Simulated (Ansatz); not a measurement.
System: L1₂ (Cu3Au-type) Al3Sc. Method: BLYP (PAW; Ansatz, a program for electronic structure).

Numerical settings: plane-wave cutoff 520 eV, 14×14×14 k mesh, Fermi–Dirac smearing 0.05 eV, scalar-relativistic PAW data made under PBE.

Computed at the level's own relaxed cell.

**Question.** Predict the equilibrium volume per atom, bulk modulus B0, lattice constant a and pressure derivative B′ of the bulk modulus.

**Answer.** 
* **equilibrium volume per atom**: 17.89 Å³/atom
* **bulk modulus B0**: 74.3 GPa
* **lattice constant a**: 4.152 Å
* **pressure derivative B′ of the bulk modulus**: 4.5

The run finds no gap.

Measured, for comparison: equilibrium volume per atom 17.27 Å³/atom, lattice constant a 4.103 Å (room temperature, not corrected to a static lattice; as tabulated in A Combined Experimental and First-Principles Based Assessment of …); bulk modulus 91.5 ± 1 GPa (298 K, not corrected to a static lattice, polycrystal; as tabulated in A Combined Experimental and First-Principles Based Assessment of …). Computed (rounded) less measured: equilibrium volume per atom +3.6 %, bulk modulus -19 %, lattice constant a +1.2 %.

Computed values are for the static lattice.

Cost on a shared machine: about 2.3 core-minutes (a rough figure).
